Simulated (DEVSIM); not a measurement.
Device: Pd/La2O3/SiO2/n-Si capacitor, at 250 K.

```tsv
layer (left to right)	material	thickness (nm)	Nd (cm⁻³)
1	La2O3	7.50	-
2	SiO2	0.550	-
3	Si	14000	1.8e15
```

Metal gate on the left, work function 5.2 eV. Fixed charge at the semiconductor interface -4.5e12 cm⁻² (in units of +e); no interface traps.

Constants are typed, rounded textbook-type inputs, not results; the design itself was drawn at random and stands for no fabricated device. Values at 300 K; Nc and Nv go as T^1.5, mobilities as T to minus their exponent, the gap by Varshni's rule with the affinity fixed.

```tsv
parameter	La2O3	SiO2	Si
gap (eV)	5.8	9	1.124
affinity (eV)	1.8	0.9	4.05
permittivity	27	3.9	11.7
Nc (cm⁻³)	-	-	2.86e19
Nv (cm⁻³)	-	-	3.1e19
Varshni α (eV/K)	-	-	0.000473
Varshni β (K)	-	-	636
```

Simulated with DEVSIM: 1D Poisson equation in equilibrium, Boltzmann statistics, complete ionisation; no quantum confinement or tunnelling. Metal contacts follow the ideal Schottky-Mott rule: no Fermi-level pinning, no interface dipoles.

Task: Tabulate band edges, carrier densities and field at 0.5 V on the gate.

Result: Energies count from the Fermi level of the right contact; mesh points crowd at the junctions.

| x (μm) | Ec (eV) | Ev (eV) | n (cm⁻³) | p (cm⁻³) | field (V/cm) |
|---|---|---|---|---|---|
| 0.000 | 2.900 | -2.900 | < 1e2 | < 1e2 | 290000 |
| 0.001558 | 2.946 | -2.854 | < 1e2 | < 1e2 | 290000 |
| 0.004347 | 3.027 | -2.773 | < 1e2 | < 1e2 | 290000 |
| 0.006667 | 3.095 | -2.705 | < 1e2 | < 1e2 | 290000 |
| 0.007852 | 4.090 | -4.910 | < 1e2 | < 1e2 | 2000000 |
| 0.009254 | 0.975 | -0.161 | < 1e2 | 1.3e16 | -23000 |
| 0.01300 | 0.967 | -0.169 | < 1e2 | 9.1e15 | -22000 |
| 0.02830 | 0.935 | -0.201 | < 1e2 | 2.1e15 | -20000 |
| 0.06219 | 0.869 | -0.267 | < 1e2 | 9.6e13 | -19000 |
| 0.1497 | 0.713 | -0.423 | 90000 | 7.1e10 | -17000 |
| 0.3759 | 0.411 | -0.725 | 1.1e11 | 58000 | -10000 |
| 1.300 | 0.203 | -0.934 | 1.8e15 | < 1e2 | ≈ 0 |
| 3.348 | 0.203 | -0.934 | 1.8e15 | < 1e2 | ≈ 0 |
| 8.296 | 0.203 | -0.934 | 1.8e15 | < 1e2 | ≈ 0 |
| 12.38 | 0.203 | -0.934 | 1.8e15 | < 1e2 | ≈ 0 |
| 13.38 | 0.203 | -0.934 | 1.8e15 | < 1e2 | ≈ 0 |
| 13.77 | 0.203 | -0.934 | 1.8e15 | < 1e2 | ≈ 0 |
| 13.91 | 0.203 | -0.934 | 1.8e15 | < 1e2 | ≈ 0 |
| 13.98 | 0.203 | -0.934 | 1.8e15 | < 1e2 | ≈ 0 |
| 14.00 | 0.203 | -0.934 | 1.8e15 | < 1e2 | ≈ 0 |
| 14.01 | 0.203 | -0.934 | 1.8e15 | < 1e2 | ≈ 0 |
| 14.01 | 0.203 | -0.934 | 1.8e15 | < 1e2 | ≈ 0 |
